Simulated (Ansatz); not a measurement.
We consider SnGe3 (model structure, P-4m2, No. 115, 4 atoms in the cell), described by LDA (Ansatz, a program for electronic structure, plane waves, PAW).

From the output:

```
Relaxation: its limit of steps is 80 (relax.max_steps)
Crystal: 4 atoms, lattice volume = 97.824 Å³
Basis set: ecut = 520 eV, 2661 PW (Γ), exchange–correlation on 64×64×90 points (8 copies of the dense FFT grid, shifted against one another)
Bands: 34, of which v1, the nominal top of the filled ones, is band 28 counted from 1 (27 counted from 0)
Symmetry: 8 space group operations
Space group: P-4m2 (ITA 115), of the structure as read, at distance tolerance 4.6e-5 Å
k-points: 216 of 1960 (time reversal used)
Functional: x = slater, c = lda
SCF iter   1: F=—  HF=-18526.503935 eV  |F-HF|=—  |Δ(HF+E_count)|=         —  Δρ=5.58e-3  dr2=1.62e-2
SCF iter   2: F=—  HF=-18526.496758 eV  |F-HF|=—  |Δ(HF+E_count)|=   7.18e-3  Δρ=3.22e-3  dr2=6.28e-3
  ...
SCF 1 converged in 9 iterations: F = -18526.495127 eV  dr2 = 4.44e-8
Crystal: 4 atoms, lattice volume = 97.824 Å³
Initial density: handed on by an earlier stage of this run
SCF 2 converged in 4 iterations: F = -18526.495154 eV  dr2 = 1.05e-8
Crystal: 4 atoms, lattice volume = 97.824 Å³
SCF 3 converged in 4 iterations: F = -18526.495161 eV  dr2 = 1.81e-9
Crystal: 4 atoms, lattice volume = 97.824 Å³
SCF iter   6: F=—  HF=-18526.495161 eV  |F-HF|=—  |Δ(HF+E_count)|=    0.00e0  Δρ=6.74e-8  dr2=8.04e-12
SCF iter   7: F=-18526.495161 eV  HF=-18526.495161 eV  |F-HF|=7.28e-12  |Δ(HF+E_count)|=    0.00e0  Δρ=4.60e-8  dr2=4.58e-12
SCF 4 converged in 7 iterations: F = -18526.495161 eV  dr2 = 4.58e-12
SCF converged after 7 iterations
Free energy (F): -18526.495161 eV
Internal energy: -18526.493407 eV  (E = F + TS)
E sigma→0 (E₀):  -18526.494284 eV
Fermi energy:    8.544801 eV
--- Stress (GPa, compression-positive) ---
        1.319162      -0.000000       0.000000
       -0.000000       1.319162       0.000000
        0.000000       0.000000       1.319056
  P = ⅓ Tr σ = 1.3191 GPa (13.191 kbar)
```

**Question.** Write an input file that could have produced this run (the log leaves some choices open).

**Answer.** This is not unique; one that fits is 
Ansatz 0.2 input:
```yaml
crystal:
  lattice:
    - [4.0982851704, 0.0, 0.0]
    - [0.0, 4.0982851704, 0.0]
    - [0.0, 0.0, 5.8242381331]
  atoms:
    - { symbol: Ge, position: [0.5, 0.0, 0.7678109437] }
    - { symbol: Ge, position: [0.0, 0.0, 0.0] }
    - { symbol: Ge, position: [0.0, 0.5, 0.2321890563] }
    - { symbol: Sn, position: [0.5, 0.5, 0.5] }
basis:
  ecutwfc: 520
  ecutrho_ratio: 4
  xc_grid: 2
kpoints:
  mp_grid: { grid: [14, 14, 10] }
hamiltonian:
  xc: lda
  dispersion: none
  pseudopotentials: { kind: paw }
scf:
  occupations: { method: fermi_dirac, width: 0.05 }
output:
  forces: true
  stress: true
  eigenvalues: true
relax:
  f_tol: 0.004
  escape_saddle: false
  max_steps: 80
  cell: { stress_tol: 0.02, fix: [volume] }
```

The cell is one volume of an energy–volume scan, off the minimum.

The PAW data were made under PBE.

Note: the relaxation could raise the start's symmetry but not lower it, so the cell can be a saddle point.

A model structure was made by putting elements into a prototype or built by hand; it is no filed structure, need not be a known phase, and can be a saddle point held by its symmetry.
